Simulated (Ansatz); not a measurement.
Consider the following.

```
InSe
1.0
    1.98054     1.14346     8.06147
   -1.98054     1.14346     8.06147
    0.00000    -2.28692     8.06147
In Se
2 2
Direct
  0.11295   0.11295   0.11295
  0.99929   0.99929   0.99929
  0.61264   0.61264   0.61264
  0.83282   0.83282   0.83282
```

These are PBEsol+D3BJ with spin-orbit coupling, rigid bands (plane waves, PAW; Ansatz, a first-principles code) values and carry that method's errors. How the cell was made: cell and atoms relaxed with PBEsol+d3bj.

### Question
What conductivity effective mass do dilute holes have at 300 K?

### Answer
1.59 (x), 1.59 (y), 0.084 (z) mₑ.

### Question
Predict the electron conductivity mass (n e² τ/σ) at 300 K, by direction if it differs.

### Answer
0.116 (x), 0.116 (y), 0.044 (z) mₑ.

### Question
And the band gap?

### Answer
0.31 eV at this level; semilocal functionals usually fall short of the measured gap.

Rigid bands, one relaxation time for all states, no polarons. Geometry: cell and atoms relaxed with PBEsol+D3(BJ).

Formula and space group known from diffraction (Crystallography Open Database), not checked to be the room-temperature form: InSe (R3m). PBEsol with a dispersion correction tends to overbind, so the cell can be several per cent short, in bad cases over ten, which usually narrows a gap: InSe (R3m).
